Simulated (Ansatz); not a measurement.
Band structure of MoIr3 (P6_3/mmc, 8 atoms in the cell).

```yaml
crystal:
  lattice:
    - [5.50902, 0.00000, 0.00000]
    - [-2.75451, 4.77095, 0.00000]
    - [0.00000, 0.00000, 4.39795]
  atoms:
    - { symbol: Mo, position: [0.33333, 0.66667, 0.25000] }
    - { symbol: Mo, position: [0.66667, 0.33333, 0.75000] }
    - { symbol: Ir, position: [0.83368, 0.66735, 0.25000] }
    - { symbol: Ir, position: [0.16633, 0.33265, 0.75000] }
    - { symbol: Ir, position: [0.16633, 0.83368, 0.75000] }
    - { symbol: Ir, position: [0.83368, 0.16633, 0.25000] }
    - { symbol: Ir, position: [0.33265, 0.16633, 0.25000] }
    - { symbol: Ir, position: [0.66735, 0.83368, 0.75000] }
```

Method of the run: PBEsol, PAW files made with PBE (plane waves; Ansatz, a program for electronic structure).

Settings: kpoints.mp_grid.grid = 5 5 6; hamiltonian.xc = pbesol; hamiltonian.pseudopotentials = {kind: paw} (the program's default PAW files); scf.occupations.method = fermi_dirac; scf.occupations.width = 0.136 eV; kpoints.band_path.npoints = 8.

The starting cell comes from a database of computed structures (which also holds hypothetical and non-ambient phases and stackings), without a prior relaxation at this level. Spin-orbit coupling is off. Spin polarisation is off.

Levels in eV from the Fermi level, bands 61 to 68:
```
point     61     62     63     64     65     66    67    68
-----  -----  -----  -----  -----  -----  -----  ----  ----
Γ      -1.93  -1.68  -0.10   0.65   1.09   1.09  1.21  1.21
M      -1.77  -1.70  -1.42  -1.05  -0.50  -0.47  0.03  0.29
K      -1.63  -1.63  -1.51  -0.86  -0.86   0.43  0.44  0.45
A      -0.63  -0.63   0.04   0.04   0.49   0.49  0.49  0.49
L      -1.68  -1.68  -1.65  -1.65  -0.10  -0.10  0.65  0.65
H      -1.86  -1.86  -1.58  -1.58   0.22   0.22  0.67  0.67
```

Bands cross the Fermi level along this path, so the cell is metallic at this level.

Keys are those of Ansatz 0.2.
